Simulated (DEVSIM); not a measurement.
System: abrupt Si n-p junction, at 450 K.

Layer 1 from the left is Si, thickness (μm) 1.10, Nd (cm⁻³) 3.9e17, τn (s) 1.4e-6, τp (s) 1.4e-6. Layer 2 from the left is Si, thickness (μm) 240, Na (cm⁻³) 2.3e15, τn (s) 1.4e-6, τp (s) 1.4e-6.

Left contact: ohmic. Right contact: ohmic. Voltage is applied to the left contact. Recombination: SRH at mid-gap. Mobility is constant in doping.

Constants are typed, rounded textbook-type inputs, not results; the design itself was drawn at random and stands for no fabricated device. Values at 300 K; Nc and Nv go as T^1.5, mobilities as T to minus their exponent, the gap by Varshni's rule with the affinity fixed.

Si: gap (eV) 1.124, affinity (eV) 4.05, permittivity 11.7, Nc (cm⁻³) 2.86e19, Nv (cm⁻³) 3.1e19, μn (cm²/Vs) 1417, μp (cm²/Vs) 470, T exponent of μn 2.3, T exponent of μp 2.2, Varshni α (eV/K) 0.000473, Varshni β (K) 636.

Q: Estimate by hand the built-in potential, the peak field at zero bias, and compare with a numerical solution.

A: 
- Built-in potential: ni = √(Nc Nv) exp(−Eg/2kT) = 4.82e13 cm⁻³ with Eg = 1.081 eV; Vbi = kT/q ln(Na Nd/ni²) = 0.499 V; numerical 0.499 V.
- Peak field at zero bias: depletion approximation: W = √(2εVbi/(qN)) = 0.531 μm with N = 2.29e15 cm⁻³; field = 2Vbi/W = 18800 V/cm; numerical 43800 V/cm (estimate below by 57 %).

Simulated with DEVSIM: 1D drift-diffusion, Boltzmann statistics, complete ionisation; no tunnelling, impact ionisation, image-force lowering or self-heating.
